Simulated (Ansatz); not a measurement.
The reference is BN (space group P6_3/mmc, No. 194; a = 2.5005 Å, c = 6.4117 Å; layered, stacked along the Cartesian z axis). Axes: x lies along a and z along c of the hexagonal cell.

Structures relaxed with plane-wave PAW DFT at the PBEsol-D3(BJ) level (Ansatz, an electronic-structure program, 420 eV), without spin-orbit coupling.

Base:

Simulated powder pattern, Cu Kα1, λ = 1.54056 Å (kinematic, ideal powder, no thermal factors, no anomalous dispersion; the 8 strongest lines at most, above 2 %, up to 2θ = 90°):

```
2θ (°)  I/Imax (%)    hkl
------  ----------  -----
27.81          100  (002)
41.67           18  (100)
44.10          5.8  (101)
50.84           17  (102)
57.44          7.0  (004)
73.44          4.3  (104)
76.07          7.6  (110)
82.80           12  (112)
```

After one change:

Simulated powder pattern, Cu Kα1, λ = 1.54056 Å (kinematic, ideal powder, no thermal factors, no anomalous dispersion; the 8 strongest lines at most, above 2 %, up to 2θ = 90°):

```json
[
 {"2θ (°)": "27.81", "I/Imax (%)": "100"},
 {"2θ (°)": "41.67", "I/Imax (%)": "5.5"},
 {"2θ (°)": "42.48", "I/Imax (%)": "12"},
 {"2θ (°)": "50.84", "I/Imax (%)": "5.1"},
 {"2θ (°)": "51.54", "I/Imax (%)": "11"},
 {"2θ (°)": "57.44", "I/Imax (%)": "7.0"},
 {"2θ (°)": "76.62", "I/Imax (%)": "4.9"},
 {"2θ (°)": "83.34", "I/Imax (%)": "7.8"}
]
```

### Question
What was done to the base?
A. uniaxial strain ε_xx = −1.20 %
B. uniaxial strain ε_xx = −1.80 %
C. uniaxial strain ε_xx = −2.40 %
D. uniaxial strain ε_xx = −3.00 %

### Answer
C, uniaxial strain ε_xx = −2.40 %. Its volume per atom is 8.47 Å³ against 8.68 Å³, and its space group is Cmcm (No. 63).

Stability against distortions was not tested.
